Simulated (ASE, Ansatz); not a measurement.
A thermal frame of composition Zr3Cu5, cell Zr18Cu30, brought to this temperature after a much hotter stage [in the CHGNet run: it was liquid; mean temperature 1421 K (target 1350 K); density 6.98 g/cm³, volume +10 % from the start cell's], from MD with the machine-learned potential CHGNet 0.3.0 in ASE at 1350 K. Level of theory: r2SCAN (plane waves, PAW; Ansatz, a program for electronic structure).

```json
{
 "plane_wave_cutoff": "500 eV",
 "k-points": "one point, (1/4, 1/4, 1/4)",
 "Fermi-Dirac width": "0.116 eV",
 "spin": "not polarised; no spin-orbit coupling"
}
```

A check of the k-sampling: on the last frame of the same run a denser mesh moved the PBE forces by 0.047 eV/Å rms, the static pressure by 0.00 GPa and the free energy by -2 meV/atom.

```xyz
48
Lattice="9.4505 0.0000 0.0000 0.0000 9.4505 0.0000 0.0000 0.0000 9.4505" Properties=species:S:1:pos:R:3:forces:R:3 pbc="T T T"
Cu    3.2080    5.1815    0.9558  -0.073  -0.465   0.449
Cu    5.9775    7.6488    7.8177  -1.155   0.166   2.345
Cu    2.0678    2.8379    2.6041  -0.197   0.801  -0.499
Cu    2.9542    4.8402    8.0072   0.096  -0.529   0.075
Cu    0.1231    1.1397    7.8953  -4.178  -0.944   0.333
Cu    1.5644   -0.9289    7.5570  -0.124  -0.382  -0.348
Cu    4.1225    2.6637    0.2174  -0.232   0.216   0.561
Cu    0.5453    0.5203    2.7081   0.895   1.044  -0.460
Cu   -0.5599   -0.3525    0.1884   1.061  -0.294   1.131
Cu    6.5229   -2.0776    5.7621  -0.019   0.759  -3.084
Cu   -2.1691    2.6679   -1.8389   0.336   0.279   0.592
Cu    2.8007    8.8734    2.7572   0.060  -0.601   0.410
Cu    5.0353   -0.3924    4.0265   0.718  -0.373  -0.579
Cu    4.6687    5.6158   -3.1697  -1.155   0.313   0.015
Cu    1.9173    7.2722    0.9838  -0.291  -1.073   0.266
Cu    9.4385    7.5154    2.3400  -0.028  -0.354  -0.096
Cu    9.3538    4.8975    2.4596   1.520   1.027  -1.392
Cu    5.7198    2.2088    4.6782   0.209  -0.054  -0.756
Cu    3.6871   -2.4065   -0.6540  -0.479   0.090  -1.821
Cu    9.4661    5.8826    5.0677  -0.426  -0.223  -0.816
Cu    2.0379    1.6494    7.4913   3.988   0.831  -1.705
Cu    7.5536   -2.2953    0.3844  -0.685  -0.275   0.790
Cu    4.2692    0.3758    8.2890  -0.422  -0.524  -0.910
Cu    0.2879    1.4282    5.3018   0.236   0.599   0.493
Cu    0.8971    5.1296    0.0224   0.394   0.200   0.357
Cu    4.8644    1.2764    2.1118  -0.525  -0.673   0.239
Cu    6.5590    2.7845    1.5133   0.341   0.322   0.254
Cu    8.3507    4.5856   -0.9329  -0.727   0.705   0.435
Cu    2.2308   -3.0295   -3.1690  -1.360  -1.011   0.131
Cu    3.0056    3.8533    5.3774  -0.472   0.639  -0.183
Zr    0.8444   -0.9782    4.7689  -0.036  -1.412   0.465
Zr    8.4395    3.0792    3.7357  -1.005  -1.121   1.110
Zr    4.5359    2.7396    7.0587   1.229  -0.027   0.400
Zr    2.5549    5.9434    3.6385  -0.924   0.815  -0.267
Zr    0.5979    3.8872    6.6896   0.276  -0.512   0.223
Zr    3.1416    1.3573    4.4175  -0.785   0.767  -0.021
Zr    7.3238    0.6318    6.0685  -0.865  -0.343  -0.159
Zr    4.9240    4.5730    3.2261  -0.185  -1.664   0.472
Zr    8.5791    7.5311    7.4368   0.894  -0.754   0.303
Zr    4.8065   -1.6867    1.3872   0.884  -0.161   1.222
Zr    7.1252    6.1943    3.1587   0.328   0.697  -0.253
Zr    6.5018    0.5898   -0.2717   0.939   0.396   0.518
Zr    7.0298    4.9327    6.0362   0.845  -1.787   0.343
Zr   -0.2054    2.3199    0.9245   0.049   1.184  -1.359
Zr   -1.9578   -0.1715    2.9653  -0.351   1.079  -0.872
Zr    5.7454    4.9462    0.1232   0.320   0.308  -1.115
Zr    3.7387    8.3352    6.1018   1.640   0.545   0.504
Zr    2.2701    0.1600    0.2162  -0.559   1.775   2.257
```

```
Property                                                                                   Result
---------------------------------------------------------------------------  --------------------
free energy on this k-sampling (the code's own zero, frozen cores included)          -274437.5 eV
static pressure (no kinetic part)                                                       -3.00 GPa
rms force component                                                                    0.947 eV/Å
largest force                                                                4.42 eV/Å on atom 21
```
